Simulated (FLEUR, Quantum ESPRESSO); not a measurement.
A Quantum ESPRESSO input for a self-consistent single point of TiCrB₄ (P6/mmm, 6 atoms in the cell) (DFT, LDA (PW92), plane waves, PseudoDojo standard norm-conserving (LDA) pseudopotentials):

```fortran
&CONTROL
   calculation = 'scf'
   prefix = 'ticrb4'
   outdir = './out'
   pseudo_dir = './'
   tprnfor = .true.
   tstress = .true.
/
&SYSTEM
   ibrav = 0
   nat = 6
   ntyp = 3
   ecutwfc = 95
   occupations = 'smearing'
   smearing = 'gaussian'
   degauss = 0.0099958
/
&ELECTRONS
   conv_thr = 1.0d-9
   mixing_beta = 0.3
/
ATOMIC_SPECIES
Ti    47.8670  Ti.upf
Cr    51.9961  Cr.upf
B     10.8100  B.upf
CELL_PARAMETERS {angstrom}
   2.95600318     0.00000000     0.00000000
  -1.47800159     2.55997385     0.00000000
   0.00000000     0.00000000     6.00899700
ATOMIC_POSITIONS {angstrom}
Ti    0.00000000    0.00000000    3.00449850
Cr    0.00000000    0.00000000    0.00000000
B     0.00000000    1.70664923    4.56437403
B     1.47800159    0.85332462    1.44462297
B     1.47800159    0.85332462    4.56437403
B     0.00000000    1.70664923    1.44462297
K_POINTS {automatic}
10 10 5  0 0 0
```

Question: Write the same calculation as an input for FLEUR.

Answer: One input that does it (others would too):

Input of the input generator:

```
TiCrB4 crystal
&input film=f /
5.5860364300 0.0000003944 0.0000000000
-2.7930185565 4.8376492576 0.0000000000
0.0000000000 0.0000000000 11.3553586137
1.0
1.0 1.0 1.0

6
22 0.0000000000 0.0000000000 0.5000000000
24 0.0000000000 0.0000000000 -0.0000000000
5 0.3333333333 0.6666666667 0.7595900000
5 0.6666666667 0.3333333333 0.2404100000
5 0.6666666667 0.3333333333 0.7595900000
5 0.3333333333 0.6666666667 0.2404100000

&comp jspins=1 /
&exco xctyp='vwn' /
&kpt div1=10 div2=10 div3=5 gamma=t /
&end /
```

```xml
<?xml version="1.0" encoding="UTF-8" standalone="no"?>
<fleurInput fleurInputVersion="0.39">
   <comment>
      TiCrB4 crystal                                                                                      
   </comment>
   <calculationSetup>
      <cutoffs Kmax="4.0" Gmax="16.0" GmaxXC="16.0" numbands="0"/>
      <scfLoop itmax="100" minDistance="0.00001" maxIterBroyd="15" imix="Anderson" alpha="0.05" precondParam="0.0" spinf="2.0"/>
      <coreElectrons ctail="T" frcor="F" kcrel="0" coretail_lmax="0"/>
      <xcFunctional name="vwn" relativisticCorrections="F"/>
      <magnetism jspins="1"/>
      <soc l_soc="F" theta="0.0" phi="0.0" spav="F"/>
      <expertModes spex="0" secvar="F"/>
      <geometryOptimization l_f="T" forcealpha="1.0" forcemix="BFGS" epsdisp="0.00001" epsforce="0.00001"/>
      <ldaU l_linMix="F" mixParam="0.05" spinf="1.0"/>
   </calculationSetup>
   <cell>
      <bzIntegration valenceElectrons="38.0" mode="gauss" fermiSmearingEnergy="0.00499791">
         <kPointListSelection listName="default-1"/>
         <!-- k-points included here -->
         <xi:include xmlns:xi="http://www.w3.org/2001/XInclude" href="kpts.xml"> </xi:include>
      </bzIntegration>
      <!-- symmetry operations included here -->
      <xi:include xmlns:xi="http://www.w3.org/2001/XInclude" href="sym.xml"> </xi:include>
      <bulkLattice scale="1.0">
         <bravaisMatrix>
            <row-1>    5.5860364300000001     0.0000003944000000     0.0000000000000000</row-1>
            <row-2>   -2.7930185564999999     4.8376492575999999     0.0000000000000000</row-2>
            <row-3>    0.0000000000000000     0.0000000000000000    11.3553586137000000</row-3>
         </bravaisMatrix>
      </bulkLattice>
   </cell>
   <atomSpecies>
      <species name="Titanium (Ti)" element="Ti" atomicNumber="22">
         <mtSphere radius="2.63" gridPoints="905" logIncrement="0.013"/>
         <atomicCutoffs lmax="10" lnonsphr="8"/>
         <electronConfig flipSpins="F">
            <coreConfig>(1s1/2) (2s1/2) (2p1/2) (2p3/2)</coreConfig>
            <valenceConfig>(3s1/2) (3p1/2) (3p3/2) (4s1/2) (3d3/2) (3d5/2)</valenceConfig>
            <stateOccupation state="(3d3/2)" spinUp="0.4" spinDown="0.4"/>
            <stateOccupation state="(3d5/2)" spinUp="0.6" spinDown="0.6"/>
         </electronConfig>
         <energyParameters s="4" p="4" d="3" f="4"/>
         <lo type="SCLO" l="0" n="3" eDeriv="0"/>
         <lo type="SCLO" l="1" n="3" eDeriv="0"/>
      </species>
      <species name="Chromium (Cr)" element="Cr" atomicNumber="24">
         <mtSphere radius="2.49" gridPoints="859" logIncrement="0.014"/>
         <atomicCutoffs lmax="10" lnonsphr="8"/>
         <electronConfig flipSpins="F">
            <coreConfig>(1s1/2) (2s1/2) (2p1/2) (2p3/2)</coreConfig>
            <valenceConfig>(3s1/2) (3p1/2) (3p3/2) (4s1/2) (3d3/2) (3d5/2)</valenceConfig>
            <stateOccupation state="(4s1/2)" spinUp="0.5" spinDown="0.5"/>
            <stateOccupation state="(3d3/2)" spinUp="1.0" spinDown="1.0"/>
            <stateOccupation state="(3d5/2)" spinUp="1.5" spinDown="1.5"/>
         </electronConfig>
         <energyParameters s="4" p="4" d="3" f="4"/>
         <lo type="SCLO" l="0" n="3" eDeriv="0"/>
         <lo type="SCLO" l="1" n="3" eDeriv="0"/>
      </species>
      <species name="Boron (B)" element="B" atomicNumber="5">
         <mtSphere radius="1.53" gridPoints="529" logIncrement="0.019"/>
         <atomicCutoffs lmax="6" lnonsphr="4"/>
         <electronConfig flipSpins="F">
            <coreConfig>(1s1/2)</coreConfig>
            <valenceConfig>(2s1/2) (2p1/2) (2p3/2)</valenceConfig>
            <stateOccupation state="(2p1/2)" spinUp="0.1666666666667" spinDown="0.1666666666667"/>
            <stateOccupation state="(2p3/2)" spinUp="0.3333333333333" spinDown="0.3333333333333"/>
         </electronConfig>
         <energyParameters s="2" p="2" d="3" f="4"/>
      </species>
   </atomSpecies>
   <atomGroups>
      <atomGroup species="Titanium (Ti)">
         <relPos label="                   1">.0000000000 .0000000000 1.000/2.000</relPos>
         <force calculate="T" relaxXYZ="TTT"/>
      </atomGroup>
      <atomGroup species="Chromium (Cr)">
         <relPos label="                   2">.0000000000 .0000000000 .0000000000</relPos>
         <force calculate="T" relaxXYZ="TTT"/>
      </atomGroup>
      <atomGroup species="Boron (B)">
         <relPos label="                   3">1.000/3.000 -1.000/3.000 -.2404100000</relPos>
         <relPos label="                   4">-1.000/3.000 1.000/3.000 .2404100000</relPos>
         <relPos label="                   5">-1.000/3.000 1.000/3.000 -.2404100000</relPos>
         <relPos label="                   6">1.000/3.000 -1.000/3.000 .2404100000</relPos>
         <force calculate="T" relaxXYZ="TTT"/>
      </atomGroup>
   </atomGroups>
   <output dos="F" band="F" slice="F">
      <checks vchk="F" cdinf="F"/>
      <bandDOS minEnergy="-.5*Htr" maxEnergy="0.5*Htr" sigma="0.015" storeEVData="T"/>
      <vacuumDOS vacdos="F" integ="F" star="F" nstars="0" locx1="0.0" locy1="0.0" locx2="0.0" locy2="0.0" nstm="0" tworkf="0.0"/>
      <unfoldingBand unfoldBand="F" supercellX="1" supercellY="1" supercellZ="1"/>
      <plotting iplot="0" polar="F">
         <plot TwoD="T" vec1="  1.0  0.0  0.0" vec2="  0.0  1.0  0.0" vec3="  0.0  0.0  1.0" zero="  0.0  0.0  0.0" file="plot"/>
      </plotting>
      <chargeDensitySlicing numkpt="0" minEigenval="0.0" maxEigenval="0.0" nnne="0" pallst="F"/>
      <specialOutput eonly="F"/>
      <magneticCircularDichroism mcd="F" energyLo="-10.0" energyUp="0.0"/>
   </output>
  <!-- We include the file relax.xml here to enable relaxations (see documentation) -->
  <xi:include xmlns:xi="http://www.w3.org/2001/XInclude" href="relax.xml"> <xi:fallback/> </xi:include>
</fleurInput>
```

Basis settings and potentials, where a program has them, do not carry over. This input uses DFT, LDA (Vosko-Wilk-Nusair), all-electron FLAPW (FLEUR), scalar-relativistic valence. LDA parametrisations can differ slightly between programs.

The starting cell comes from a database of computed structures (which also holds hypothetical and non-ambient phases and stackings), without a prior relaxation at this level. For this run, on top of that: lattice scaled by 0.98.
